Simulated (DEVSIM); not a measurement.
System: W/SiO2/p-Si capacitor, at 300 K.

Layer 1 from the left is SiO2, thickness (nm) 1.40. Layer 2 from the left is Si, thickness (nm) 13000, Na (cm⁻³) 2.1e15.

Metal gate on the left, work function 4.6 eV. Fixed charge at the semiconductor interface 8.6e11 cm⁻² (in units of +e); no interface traps.

Constants are typed, rounded textbook-type inputs, not results; the design itself was drawn at random and stands for no fabricated device. Values at 300 K.

SiO2: gap (eV) 9, affinity (eV) 0.9, permittivity 3.9. Si: gap (eV) 1.124, affinity (eV) 4.05, permittivity 11.7, Nc (cm⁻³) 2.86e19, Nv (cm⁻³) 3.1e19.

Model (solved in DEVSIM): 1D Poisson equation in equilibrium, Boltzmann statistics, complete ionisation; no quantum confinement or tunnelling. Metal contacts follow the ideal Schottky-Mott rule: no Fermi-level pinning, no interface dipoles.

Problem. What does the simulation give for the threshold voltage (band bending 2φF), the flat-band voltage, the minimum of the low-frequency capacitance?

Solution. threshold voltage (band bending 2φF) 0.26 V; flat-band voltage -0.38 V; minimum of the low-frequency capacitance 0.0196 μF/cm².
